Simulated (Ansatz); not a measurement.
Partial pair distribution functions of a relaxed model of amorphous Ti₂₀O₃₈, broadened by 0.06 Å; density 3.29 g/cm³. These are PBE, scalar-relativistic without spin-orbit coupling (plane waves to 420 eV, PAW; Ansatz, an electronic-structure program) values and carry that method's errors. The usual formal charges leave 4 electrons over, so the level spacing at the Fermi energy parts defect or band states and needn't be the band gap. In the spin-polarised cell the level spacing at the Fermi energy can part levels of unlike spin.

The cell was made by melting and quenching with the CHGNet potential and then relaxed with DFT. O atoms were pushed apart under 1.9 Å during the dynamics, to hinder bonds among them. The hot cell started wider than the set density and was brought back towards it in steps. It is the lowest in DFT energy of 2 quenches. It is a model cell: composition and starting density were chosen by hand, and all elements were melted together. No dispersion term was used. Its density started from a set value of 3.25 and ended at 3.29 g/cm³. Cooling (nominally 480 K/ps over its main leg) ran many orders faster than in experiment, which tends to leave more defects and strain. Values belong to this one cell and scatter from quench to quench. The volume was free in the relaxation, at fixed shape. Stress components on the final sampling reach 1.3 GPa. On a 2×2×2 Γ-centred mesh force components of up to 0.20 eV/Å stay, since the relaxation ran on the zone centre alone.

| r (Å) | g Ti-O | g Ti-Ti | g O-O |
|---|---|---|---|
| 1.55 | 0.00 | 0.00 | 0.00 |
| 1.65 | 0.28 | 0.00 | 0.00 |
| 1.75 | 3.09 | 0.00 | 0.00 |
| 1.85 | 6.95 | 0.00 | 0.00 |
| 1.95 | 6.14 | 0.00 | 0.00 |
| 2.05 | 3.38 | 0.00 | 0.00 |
| 2.15 | 1.30 | 0.00 | 0.00 |
| 2.25 | 0.62 | 0.00 | 0.01 |
| 2.35 | 0.06 | 0.00 | 0.17 |
| 2.45 | 0.01 | 0.00 | 0.68 |
| 2.55 | 0.12 | 0.00 | 1.35 |
| 2.65 | 0.15 | 0.00 | 1.65 |
| 2.75 | 0.16 | 0.03 | 2.77 |
| 2.85 | 0.14 | 0.48 | 3.39 |
| 2.95 | 0.24 | 1.28 | 2.92 |
| 3.05 | 0.26 | 1.25 | 1.61 |
| 3.15 | 0.18 | 2.30 | 1.34 |
| 3.25 | 0.44 | 3.13 | 0.94 |
| 3.35 | 0.82 | 2.98 | 0.85 |
| 3.45 | 0.95 | 2.44 | 0.61 |
| 3.55 | 1.10 | 2.54 | 0.64 |
| 3.65 | 1.18 | 1.35 | 0.79 |
| 3.75 | 0.90 | 0.74 | 0.92 |
| 3.85 | 1.10 | 0.58 | 0.84 |
| 3.95 | 1.06 | 0.32 | 0.57 |
| 4.05 | 0.99 | 0.35 | 0.69 |
| 4.15 | 1.31 | 0.61 | 0.61 |
| 4.25 | 1.44 | 0.56 | 0.57 |
| 4.35 | 1.58 | 0.47 | 0.62 |
| 4.45 | 1.73 | 0.42 | 0.54 |
| 4.55 | 1.24 | 0.61 | 0.53 |

Within 2.38 Å each Ti has 4.90 O neighbours on average.
